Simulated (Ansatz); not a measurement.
## CeCl₃ (P6₃/m, No. 176; cell taken from a computed entry)

Computed with PBEsol in Ansatz (plane waves, PAW).

Run with plane-wave cutoff 500 eV, 6×6×10 k mesh (along the axes of the cell as run), Fermi–Dirac smearing 0.05 eV, spin-polarised start, scalar-relativistic PAW data made under PBE.

Cell (relaxed at this level):

```xyz
8
Lattice="7.4173 0.0000 0.0000 -3.7086 6.4236 0.0000 0.0000 0.0000 4.2157" Properties=species:S:1:pos:R:3 pbc="T T T"
Ce     3.7086     2.1412     3.1618
Ce     0.0000     4.2824     1.0539
Cl     4.5116     3.9262     1.0539
Cl    -0.8030     2.4974     3.1618
Cl    -1.1443     5.8703     3.1618
Cl     4.8530     0.5533     1.0539
Cl     1.7613     1.9441     1.0539
Cl     1.9473     4.4795     3.1618
```

```yaml
volume_per_atom: 25.11 Å³/atom
lattice_constant_a: 7.417 Å
c axis length: 4.216 Å
```

Note: the magnetic order was assumed, not searched for or taken from measurement; the relaxation could not lower the start's symmetry, so the cell can be a saddle point above a distorted one; the 4f shell is treated without U or exact exchange, so its levels and filling can be wrong.

Spin–orbit coupling is not included.

Static lattice: no zero-point or thermal effects.

Cost on a shared machine: very roughly 9 core-minutes.

Ansatz is an electronic-structure program.
